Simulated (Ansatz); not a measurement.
Here is the system:

```
CELL_PARAMETERS angstrom
      5.74878     0.00000     0.00000
      2.87439     4.97859     0.00000
      2.87439    -1.65953     2.26514
ATOMIC_POSITIONS crystal
  K  0.00000 0.00000 0.00000
  Ta 0.00000 0.50000 0.50000
  O  0.50000 0.00000 0.00000
  O  0.00000 0.50000 0.00000
  O  0.50000 0.50000 0.00000
```

No spin polarisation.

The values are results of PBEsol (Ansatz, a program for electronic structure), no spin-orbit coupling, not measurements. Settings: 8×8×8 k-points, 0.05 eV Fermi–Dirac smearing.

Task: Predict the gap character.

Result: Indirect, T → Γ.

Task: What is the computed hole mass?

Result: 2.8 mₑ out of plane, 1.4 mₑ in plane (at R).

Task: Predict the pressure (mean of the normal stresses, compression positive).

Result: -4.62 GPa.

Spin-orbit coupling, missing from the scalar runs, can matter with Ta. The cells carry an imposed strain or load. Effective masses come from finite differences of ±0.01 Å⁻¹. Whether these cells are dynamically stable was not tested. The cell was made from KTaO3 in the cubic perovskite structure (space group Pm-3m, No. 221) by this change: biaxial strain +2.00 %, plane normal [111], relaxed out of plane.
